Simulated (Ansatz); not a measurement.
InP under load (space group Imm2), r2SCAN with spin-orbit coupling, rigid bands (Ansatz, an electronic-structure program). Condition of this run: uniaxial stress along [110] of -1 GPa (compression positive) (the target of the relaxation). Band gap 1.03 eV, N_c = 6.00e17 cm⁻³ and N_v = 1.28e19 cm⁻³ at 300 K, conductivity masses along z (a = (0.02, 2.96, 2.92) Å; b = (2.96, 0.02, 2.92) Å; c = (2.97, 2.97, 0.00) Å) of 0.0862 mₑ (electrons) and 0.490 mₑ (holes). Take k_BT = 0.02585 eV.

Problem. What built-in voltage has an abrupt junction with N_A = 1e16 and N_D = 1e17 cm⁻³, all dopants ionised?

Solution. V_bi = E_g/e − (k_BT/e) ln(N_c N_v/(N_A N_D)) = 1.03 − 0.02585 × 8.95 = 0.80 V, for the computed gap.

Problem. What thermal injection velocity √(2k_BT/πm) limits a ballistic channel along the direction named?

Solution. 1.83e7 cm/s for electrons and 7.69e6 cm/s for holes, a ratio of √(m_h/m_e) = 2.38, for dilute carriers.

Problem. Find the intrinsic carrier density and the intrinsic Fermi level.

Solution. n_i = √(N_c N_v) exp(−E_g/2k_BT) = 2.77e18 × exp(−19.92) = 6.2e9 cm⁻³. The level lies (k_BT/2) ln(N_v/N_c) = 40 meV from mid-gap (positive towards the conduction band). Each 0.1 eV added to the gap lowers n_i by a factor of 6.9.

Rigid bands with the computed gap; masses take one relaxation time for all states. Geometry: cell and atoms relaxed with PBEsol.
